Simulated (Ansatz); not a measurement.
Results of PBEsol in Ansatz (plane waves, PAW) for ScCu2 (I4/mmm, No. 139; cell taken from a computed entry).

Numerical settings: plane-wave cutoff 520 eV, 24×24×24 k mesh, Fermi–Dirac smearing 0.05 eV, no spin polarisation, scalar-relativistic PAW data made under PBE.

Cell (relaxed at this level):

```xyz
3
Lattice="-1.6256 1.6256 4.1228 1.6256 -1.6256 4.1228 1.6256 1.6256 -4.1228" Properties=species:S:1:pos:R:3 pbc="T T T"
Sc     0.0000     0.0000     0.0000
Cu     0.0000     0.0000     5.5593
Cu     0.0000     0.0000     2.6863
```

Task: Predict the bulk modulus.

Result: 
- bulk modulus: 115 GPa

The run finds no gap.

Note: the bulk modulus is −V dP/dV from two relaxed cells at ±2 % in volume; the relaxation could not lower the start's symmetry, so the cell can be a saddle point above a distorted one.

Cost on a shared machine: very roughly 7 core-minutes.

Ansatz is a quantum-chemistry and plane-wave program.
